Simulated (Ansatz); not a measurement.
Cubic perovskite SrVO3, treated with PBEsol (Ansatz, a program for electronic structure, plane waves, PAW).

Numerical settings: plane-wave cutoff 520 eV, 14×14×14 k mesh, Fermi–Dirac smearing 0.05 eV, no spin polarisation, scalar-relativistic PAW data made under PBE.

A third-order Birch–Murnaghan fit to the energies gives V0 = 11.058 Å³/atom, B0 = 200 GPa, B′ = 4.4.

| V (Å³/atom) | P (GPa) |
|---|---|
| 10.395 | 14.20 |
| 10.616 | 8.94 |
| 10.837 | 4.23 |
| 11.058 | 0.00 |
| 11.279 | … |
| 11.501 | -7.19 |
| 11.722 | … |

**Question.** Estimate the withheld pressures from this fit; the answers are the runs' own values.

**Answer.** 
- 11.279, P (GPa): -3.79
- 11.722, P (GPa): -10.24

The formula P = (3/2) B0 (x^(7/3) − x^(5/3)) [1 + (3/4)(B′ − 4)(x^(2/3) − 1)] with x = V0/V meets the computed pressures within 0.03 GPa when these rounded values are put in.

Measured, for comparison: equilibrium volume per atom 11.34 Å³/atom (temperature not stated, not corrected to a static lattice; as tabulated in Marks et al. (2021), arXiv:2103.05797). Computed (rounded) less measured: equilibrium volume per atom -2.5 %.

Static lattice: no zero-point or thermal effects.
